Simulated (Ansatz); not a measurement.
The starting structures come from a database of crystals and need not be the phases stable at ambient conditions.

```
SnSr2O4
1.0
    4.06418     0.00000     0.00000
    0.00000    12.63705     0.00000
    2.03209     6.31853     2.03209
Sr Sn O
2 1 4
Direct
  0.00000   0.35382   0.00000
  0.00000   0.64618   0.00000
  0.00000   0.00000   0.00000
  0.00000   0.16336   0.00000
  0.00000   0.83664   0.00000
  0.50000   0.00000   0.00000
  0.50000   0.50000   0.00000
```

Space group of this cell: I4/mmm. The cell is taken as given; by PBEsol its mean pressure is -1.3 GPa.

Transport runs along the normal of the first two printed cell vectors, the (100) plane of the conventional cell.

The gap is the functional's own. No spin-orbit coupling. Mid-gap values are interpolated on the energy grid.

**Question.** State the band gap and the smallest decay constant κ at mid-gap according to PBEsol run with Ansatz (a program for electronic structure).

**Answer.** Gap 2.78 eV on a 14×14×14 mesh; κ = 0.285 1/Å, at the zone centre.
